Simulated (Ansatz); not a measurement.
Functionals compared on the (100) surface of rock-salt TiC, clean 1x1 (bottom of the slab: a bare face, its two planes held), in Ansatz (plane waves, PAW). The structure was relaxed with PBE; the other rows are single points on it. Cutoff 420 eV (500 eV for r2SCAN).

Model: 12-atom slab, 10.8 Å thick at the start with caps and adatoms (thin: gaps and levels are the slab's own), 12x12x1 mesh, Fermi-Dirac 0.1 eV, dipole correction, 4 atoms held, the rest relaxed; held to the start's symmetry, so lower structures may exist; no spin, no spin-orbit, no U. These notes are the PBE run's.

```csv
functional,work function of the top face (eV),rough cost of the single point
PBE,4.52,–
LDA,4.87,around 40 core-seconds (rough)
PBEsol,4.62,about 50 core-seconds (a rough figure)
RPBE,(withheld),very roughly 50 core-seconds
r2SCAN,4.60,around 90 core-seconds (rough)
```

Problem. What belongs in the gaps?

Solution. 
- RPBE, work function of the top face (eV): 4.36

Ansatz is a first-principles code.
